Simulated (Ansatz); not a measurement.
## KCSN (Pbcm, No. 57)

Computed with PBEsol-D3(BJ) (plane waves, PAW; Ansatz, a first-principles code).

Run with plane-wave cutoff 520 eV, 6×6×6 k mesh, Fermi–Dirac smearing 0.01 eV, scalar-relativistic PAW data made under PBE.

Cell (relaxed at this level):

KCNS is modelled in the orthorhombic space group Pbcm (No. 57), Pearson symbol oP16. Conventional cell: a = 6.594 Å, b = 6.524 Å, c = 7.262 Å, α = β = γ = 90.00°. K on 4c is surrounded by 4 N at 2.898–2.934 Å and 4 S at 3.239–3.319 Å. C on 4d is surrounded by 1 N at 1.189 Å and 1 S at 1.629 Å (linear). S on 4d is coordinated by 1 C at 1.629 Å and 4 K at 3.239–3.319 Å. N on 4d sees 1 C at 1.189 Å and 4 K at 2.898–2.934 Å. (Neighbours: up to the widest gap in distance over summed covalent radii, below 1.35, at either atom; cation-cation and far metal-metal contacts left out.)

```
Item                                                      Value
-------------------------------------------  ------------------
band gap                                     3.87 eV (indirect)
smallest direct gap on the k points sampled             3.94 eV
```

Note: the volume lies 9 % below that of the published cell.
